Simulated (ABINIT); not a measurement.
Input and output of a self-consistent single point for BaTe (Fm-3m, 2 atoms in the cell) (ABINIT).

Computed with LDA (PW92), norm-conserving pseudopotentials (PseudoDojo nc-sr-04 LDA standard) (plane waves; ABINIT).

```xyz
2
Lattice="0.0000 3.4666 3.4666 3.4666 0.0000 3.4666 3.4666 3.4666 0.0000" Properties=species:S:1:pos:R:3 pbc="T T T"
Ba     0.0000     0.0000     0.0000
Te     3.4666     3.4666     3.4666
```

Reference input (self-consistent single point, DFT, PBE, plane waves, norm-conserving pseudopotentials (PseudoDojo nc-sr-05 PBE standard)): pseudos = [Ba.upf, Te.upf]; ecut = 82 Ry; ixc = 11; occopt = 3; tsmear = 0.00183747 Ha; ngkpt = 6 6 6; nshiftk = 1; shiftk = 0 0 0; potentials = PseudoDojo nc-sr-05 PBE standard; nband = 18; kptopt = 1; nstep = 100. This run's input differs from it in these lines:

```diff
@@ -1,2 +1,2 @@
-# BaTe, PseudoDojo nc-sr-05 PBE standard
+# BaTe, PseudoDojo nc-sr-04 LDA standard
 pp_dirpath "./"
@@ -16,3 +16,3 @@
 ecut 82 Ry
-ixc 11
+ixc 7
 occopt 3
```

Its files differ too (potentials: PseudoDojo nc-sr-05 PBE standard → PseudoDojo nc-sr-04 LDA standard).

Output (repeated stretches shortened):

```
--- !BeginCycle
solver: {iscf: 7, nstep: 100, nline: 4, wfoptalg: 0, }
tolerances: {toldfe: 1.00E-09, }
...

     iter   Etot(hartree)      deltaE(h)  residm     vres2
 ETOT  1  -132.18962631173    -1.322E+02 7.463E-01 2.480E+01
 ETOT  2  -132.76997367224    -5.803E-01 1.771E-02 1.217E+01
 ETOT  3  -132.77096204284    -9.884E-04 2.097E-03 2.275E-01
 ETOT  4  -132.77101090416    -4.886E-05 1.126E-03 6.612E-02
 ETOT  5  -132.77102266383    -1.176E-05 5.048E-04 7.891E-03
   [... 3 lines left out ...]
 ETOT  9  -132.77102476678    -9.561E-09 1.013E-04 2.055E-06
 ETOT 10  -132.77102476899    -2.209E-09 7.802E-05 1.831E-08
 ETOT 11  -132.77102476943    -4.455E-10 5.743E-05 2.236E-07
 ETOT 12  -132.77102476956    -1.245E-10 5.878E-05 2.695E-08
 At SCF step   12, etot is converged :
  for the second time, diff in etot=  1.245E-10 < toldfe=  1.000E-09

 Cartesian components of stress tensor (hartree/bohr^3)
  sigma(1 1)=  3.44749827E-05  sigma(3 2)=  0.00000000E+00
  sigma(2 2)=  3.44749827E-05  sigma(3 1)=  0.00000000E+00
  sigma(3 3)=  3.44749827E-05  sigma(2 1)=  0.00000000E+00

 ----iterations are completed or convergence reached----

 reduced coordinates (array xred) for    2 atoms
       0.000000000000      0.000000000000      0.000000000000
       0.500000000000      0.500000000000      0.500000000000
 cartesian forces (eV/Angstrom) at end:
    1     -0.00000000000000    -0.00000000000000    -0.00000000000000
    2     -0.00000000000000    -0.00000000000000    -0.00000000000000
 frms,max,avg= 0.0000000E+00 0.0000000E+00   0.000E+00  0.000E+00  0.000E+00 e/A
   [... lines left out ...]
 Fermi (or HOMO) energy (hartree) =   0.16402   Average Vxc (hartree)=  -0.33235
 Fermi (or HOMO) energy (eV) =   4.46316   Average Vxc (eV)=  -9.04377
   [... lines left out ...]
total_energy        : -1.32771024769558E+02
total_energy_eV     : -3.61288332049002E+03
band_energy         : -1.47991298062505E+01
...

-Cartesian components of stress tensor (GPa)         [Pressure= -1.0143E+00 GPa]
- sigma(1 1)=  1.01428884E+00  sigma(3 2)=  0.00000000E+00
- sigma(2 2)=  1.01428884E+00  sigma(3 1)=  0.00000000E+00
- sigma(3 3)=  1.01428884E+00  sigma(2 1)=  0.00000000E+00

 Calculation completed.
```

The run converged in 12 iterations. Against the reference run the pressure goes from 1.78 to -1.01 GPa and the gap on the mesh goes from 1.543 to 1.427 eV.

The starting cell comes from a database of computed structures (which also holds hypothetical and non-ambient phases and stackings), without a prior relaxation at this level. Its lattice was rescaled by a random factor within 2.5 % of one. Spin-orbit coupling is off.

Cost on one core of a shared machine: roughly 2 min.
